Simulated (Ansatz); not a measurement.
An Ansatz (a quantum-chemistry and plane-wave program) run: WSi2 with a change (pressure 0.9 GPa); PBE (Ansatz), no SOC.

Input:

Ansatz 0.2 input:
```yaml
crystal:
  lattice:
    - [-1.6145989557, 1.6145989557, 3.9336051516]
    - [1.6145989557, -1.6145989557, 3.9336051516]
    - [1.6145989557, 1.6145989557, -3.9336051516]
  atoms:
    - { symbol: Si, position: [0.6654238456, 0.6654238456, 0] }
    - { symbol: Si, position: [0.3345761544, 0.3345761544, 0] }
    - { symbol: W, position: [0, 0, 0] }
basis: { ecutwfc: 420, ecutrho_ratio: 4, xc_grid: 2, fft_grid_basis: typed }
kpoints: { mp_grid: { grid: [20, 20, 20] } }
hamiltonian:
  xc: pbe
  dispersion: none
  pseudopotentials: { kind: paw }
scf: { occupations: { method: fermi_dirac, width: 0.05 } }
relax: { f_tol: 0.01, max_steps: 60, cell: { stress_tol: 0.02, p_target: 0.9 } }
output: { forces: true, stress: true }
checkpoint: { write: state.ck, write_every: 1000 }
```

Output (explanatory and most iteration lines left out):

```
Relaxation: its limit of steps is 60 (relax.max_steps)
Pseudopotential: Si, paw, valence charge 4
Pseudopotential: W, paw, valence charge 14
Crystal: 3 atoms, lattice volume = 41.019 Å³
Basis set: ecut = 420 eV, 793 PW (Γ), exchange–correlation on 64×64×64 points (8 copies of the dense FFT grid, shifted against one another)
Bands: 15, of which v1, the nominal top of the filled ones, is band 11 counted from 1 (10 counted from 0)
Symmetry: 16 space group operations
Space group: I4/mmm (ITA 139), of the structure as read, at distance tolerance 3.4e-5 Å
k-points: 641 of 8000
Functional: x = pbe(κ = 0.804, μ = 0.2195149727645171), c = pbe(β = 0.06672455060314922)
SCF iter   1: F=—  HF=-11657.461356 eV  |F-HF|=—  |Δ(HF+E_count)|=         —  Δρ=3.35e-3  dr2=1.82e-3  ethr=1.77e-3  ⟨swp⟩=5.4  Hψ=56344  notcnv=0
SCF iter   2: F=—  HF=-11657.461743 eV  |F-HF|=—  |Δ(HF+E_count)|=   3.87e-4  Δρ=1.92e-3  dr2=7.02e-4  ethr=8.26e-6  ⟨swp⟩=1.1  Hψ=14836  notcnv=0
SCF 1 converged in 6 iterations: F = -11657.461890 eV  dr2 = 3.11e-9
relax step   1: F+E_penalty+E_count = -11657.46188975 eV  Δ(F+E_penalty+E_count) = +0.000e0 eV  max|allowed force component| = 5.457e-4 eV/Å  Δτ_max = 0.0000 Å  P = -0.005 GPa  Ω = 41.019 Å³  (6 SCF iters, dr2 threshold 1.00e-7 eV, accepted)
[... steps on the carried basis left out ...]
relax step   4: F+E_penalty+E_count = -11657.46142683 eV  Δ(F+E_penalty+E_count) = +4.887e-5 eV  max|allowed force component| = 3.486e-3 eV/Å  Δτ_max = 0.0000 Å  P = +0.897 GPa  Ω = 40.851 Å³  stress off target by 5.66e-3 GPa  SCF on the basis re-selected at this cell (its energy is not comparable with the rows above)  (5 SCF iters)
SCF converged after 5 iterations
Free energy (F): -11657.461427 eV
Internal energy: -11657.459399 eV  (E = F + TS)
E sigma→0 (E₀):  -11657.460413 eV
Entropy (-TS):   -0.002028 eV (-0.676 meV/atom)
Fermi energy:    16.542136 eV
--- Forces (eV/Å), atoms counted from 1 ---
  atom   1  Si     0.00000000    -0.00000000     0.00348605
  atom   2  Si     0.00000000     0.00000000    -0.00348605
  atom   3  W      0.00000000     0.00000000     0.00000000
--- Stress (GPa, compression-positive) ---
        0.894339       0.000000       0.000000
        0.000000       0.894339      -0.000000
        0.000000       0.000000       0.903161
  P = ⅓ Tr σ = 0.8973 GPa (8.973 kbar)
--- Relaxed structure (3 steps of the walk, 3 accepted, 1 SCFs on fresh bases) ---
  cell:  # Å, volume = 40.8507 Å³
    - [-1.6122433335103854, 1.6122433335103854, 3.9289676548142585]
    - [1.6122433335103854, -1.6122433335103854, 3.9289676548142585]
    - [1.6122433335103854, 1.6122433335103854, -3.9289676548142585]
  atoms:
    - { symbol: Si, position: [0.6654668337595675, 0.6654668337595675, -2.8638898795756928e-36] }
    - { symbol: Si, position: [0.33453316624043256, 0.33453316624043256, -1.4398867427466737e-35] }
    - { symbol: W, position: [1.1484398860382336e-21, 1.1484398860382632e-21, 1.832722052757099e-35] }
```

Load acts through the strain it causes; cell and atoms are relaxed under it. Stability against distortions was not tested. The final runs are not spin-polarised. The cell was made from WSi2 (space group I4/mmm, No. 139) by this change: pressure 0.9 GPa.
